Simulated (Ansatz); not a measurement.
We consider Si3N4 (model structure, started from the spinel Si type, Fd-3m, No. 227, 14 atoms in the cell), described by PBE-D3(BJ) in Ansatz (PAW).

Numerical settings: plane-wave cutoff 520 eV, 8×8×8 k mesh, Fermi–Dirac smearing 0.01 eV, scalar-relativistic PAW data made under PBE.

Cell (relaxed at this level):

```
N4Si3
1.0
    0.00000     3.86775     3.86775
    3.86775     0.00000     3.86775
    3.86775     3.86775     0.00000
Si N
6 8
Direct
  0.62500   0.62500   0.62500
  0.12500   0.62500   0.62500
  0.62500   0.12500   0.62500
  0.62500   0.62500   0.12500
  0.25000   0.25000   0.25000
  0.00000   0.00000   0.00000
  0.86767   0.86767   0.86767
  0.39700   0.86767   0.86767
  0.86767   0.39700   0.86767
  0.86767   0.86767   0.39700
  0.38233   0.38233   0.38233
  0.85300   0.38233   0.38233
  0.38233   0.85300   0.38233
  0.38233   0.38233   0.85300
```

Problem. Give the computed band gap.

Solution. 
* **band gap**: 3.43 eV (on the SCF k mesh)

Note: the relaxation could raise the start's symmetry but not lower it, so the cell can be a saddle point.

The computed numbers hold no vibrational or temperature effects.

The result took roughly 100 core-seconds.

A model structure was made by putting elements into a prototype or built by hand; it is no filed structure, need not be a known phase, and can be a saddle point held by its symmetry.

Ansatz is a program for electronic structure.
